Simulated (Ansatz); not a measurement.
Input and output of a self-consistent single point for GaPt3 (P4/mbm, 8 atoms in the cell) (Ansatz, a program for electronic structure).

Method: r2SCAN, default PAW files made with PBE (plane waves; Ansatz).

```
GaPt3
1.0
    5.58585     0.00000     0.00000
    0.00000     5.58585     0.00000
    0.00000     0.00000     3.93755
Ga Pt
2 6
Direct
  0.00000   0.50000   0.50000
  0.50000   0.00000   0.50000
  0.76255   0.26255   0.00000
  0.23745   0.73745   0.00000
  0.73745   0.76255   0.00000
  0.26255   0.23745   0.00000
  0.50000   0.50000   0.50000
  0.00000   0.00000   0.50000
```

Reference input (self-consistent single point, DFT, r2SCAN, plane waves, default PAW files made with PBE): basis.ecutwfc = 500 eV; kpoints.mp_grid.grid = 5 5 7; hamiltonian.xc = r2scan; hamiltonian.pseudopotentials = {kind: paw} (the program's default PAW files); scf.occupations.method = fermi_dirac; scf.occupations.width = 0.136 eV. This run's input differs from it in these lines:

Ansatz 0.2 input:
```diff
@@ -16,3 +16,3 @@
 basis:
-  ecutwfc: 500.0
+  ecutwfc: 875.0
 kpoints:
```

Output (repeated stretches shortened):

```
SCF iter   1: F=—  HF=-82805.012557 eV  |F-HF|=—  |Δ(HF+E_count)|=         —  Δρ=1.33e-2  dr2=1.61e-1  dr2_τ=7.75e-2  ethr=1.77e-3  ⟨swp⟩=5.9  Hψ=8389  notcnv=0  defer=31
all-band conjugate gradients solve this SCF's bands
preconditioner: auto → Kerker (q_TF=auto, 2.768 Å⁻¹)
SCF iter   2: F=—  HF=-82805.039153 eV  |F-HF|=—  |Δ(HF+E_count)|=   2.66e-2  Δρ=5.58e-3  dr2=2.23e-2  dr2_τ=4.16e-3  ethr=1.20e-4  ⟨swp⟩=2.0  Hψ=4027  notcnv=0  defer=73
   [... lines left out ...]
SCF iter   7: F=—  HF=-82805.042885 eV  |F-HF|=—  |Δ(HF+E_count)|=   3.30e-6  Δρ=3.14e-5  dr2=1.60e-6  dr2_τ=3.98e-7  ethr=7.46e-9  ⟨swp⟩=2.0  Hψ=2940  notcnv=0  defer=73
SCF iter   8: F=—  HF=-82805.042886 eV  |F-HF|=—  |Δ(HF+E_count)|=   1.53e-7  Δρ=1.27e-5  dr2=2.22e-7  dr2_τ=1.79e-8  ethr=1.19e-9  ⟨swp⟩=2.2  Hψ=3244  notcnv=0  defer=73
SCF iter   9: F=-82805.042886 eV  HF=-82805.042886 eV  |F-HF|=1.38e-8  |Δ(HF+E_count)|=   9.03e-8  Δρ=4.20e-6  dr2=2.03e-8  dr2_τ=1.57e-9  ethr=7.46e-11  ⟨swp⟩=10.7  Hψ=11372  notcnv=0
SCF 1 converged in 9 iterations: F = -82805.042886 eV  dr2 = 2.03e-8
Free energy (F): -82805.042886 eV
Internal energy: -82804.754454 eV  (E = F + TS)
E sigma→0 (E₀):  -82804.898670 eV
Entropy (-TS):   -0.288431 eV (-36.054 meV/atom)
Fermi energy:    19.915241 eV
--- Forces (eV/Å), atoms counted from 1 ---
  atom   1  Ga     0.00000000     0.00000000     0.00000000
  atom   2  Ga     0.00000000    -0.00000000     0.00000000
  atom   3  Pt     0.00914090     0.00914090     0.00000000
  atom   4  Pt    -0.00914090    -0.00914090     0.00000000
  atom   5  Pt    -0.00914090     0.00914090     0.00000000
  atom   6  Pt     0.00914090    -0.00914090     0.00000000
  atom   7  Pt     0.00000000    -0.00000000     0.00000000
  atom   8  Pt     0.00000000     0.00000000     0.00000000
--- Stress (GPa, compression-positive) ---
       -6.110926       0.000000       0.000000
        0.000000      -6.110926       0.000000
        0.000000       0.000000      -5.686095
  P = ⅓ Tr σ = -5.9693 GPa (-59.693 kbar)
  The stress holds the Pulay correction. Without it, at fixed plane waves, as pw.x and ABINIT print it: P = -5.9966 GPa
```

The run converged in 9 iterations. Against the reference run the free energy drops by 2.5 meV/atom, the pressure moves little (-5.96 to -5.97 GPa) and the largest force stays at 0.013 eV/Å.

The starting cell comes from a database of computed structures (which also holds hypothetical and non-ambient phases and stackings), without a prior relaxation at this level. Spin polarisation is off. Ansatz's pressure includes its estimate of the finite-basis (Pulay) stress.

Cost on one core of a shared machine: roughly 50 s.
